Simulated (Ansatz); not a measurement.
**P, thickness series**

Base system: P in the black-P type structure (space group Cmce, No. 64; a = 3.3022 Å, b = 10.6908 Å, c = 4.4667 Å; layered, stacked along the Cartesian y axis).

Free-standing slabs (4 atom(s) a layer) normal to the stacking axis with 15 Å of vacuum; in-plane cell relaxed.

The values are results of r2SCAN+rVV10/PAW in Ansatz (a first-principles code), no SOC, not measurements.

Notes on the quantities. excess energy per area of both faces: slab less bulk energy over the cell's area: twice a surface energy; uncertain by up to 0.2 J/m².

```tsv
case	band gap	excess energy per area of both faces	shortest interatomic distance
base	zero	–	2.213 Å
1 layer	1.02 eV	0.39 J/m²	2.205 Å
2 layers	0.59 eV	0.4 J/m²	2.207 Å
3 layers	0.38 eV	0.4 J/m²	2.207 Å
4 layers	?	0.4 J/m²	?
```

Task: What belongs in the blanks?

Result: 
- 4 layers, band gap: 0.27 eV
- 4 layers, shortest interatomic distance: 2.208 Å

The excess energy carries the mismatch between the slab's and the bulk's meshes. Stability against distortions was not tested. Gaps under 0.05 eV, about the width of the smearing, are given as zero. A zero or small gap of P can be the functional's error rather than a property of the material.
